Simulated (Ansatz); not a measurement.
Defect calculation: Ti vacancy + Cu on the Ti site in rock-salt TiN

Level of theory: PBE, PAW (plane waves to 420 eV; Ansatz, a first-principles code). Details: 64-site cell; 4×4×4 shifted k-points; start: the Ti site; Ti 3.00 Å away; no Hubbard U; energies good to tenths of an eV; the relaxation kept the symmetry of the starting site; relaxed from one start, so a lower configuration may exist.

Neighbours after relaxation, in Å: of the emptied site: N 2.16, N 2.16, N 2.18, N 2.18, N 2.22, N 2.22, Cu 2.43; of the Cu atom: N 1.91, N 1.91, N 2.23, N 2.23.

The name describes the start; the neighbours show where the atoms ended.

```tsv
charge	moment (μB)	point group	largest move off a lattice site (Å)
0	not spin-polarised	C2v	0.57
```

Point groups are those of the whole cell at tolerances of 0.03 and 0.1 Å ("near" where only the looser one holds); none is given for unsettled states.

All states together cost around 50 core-minutes (rough).
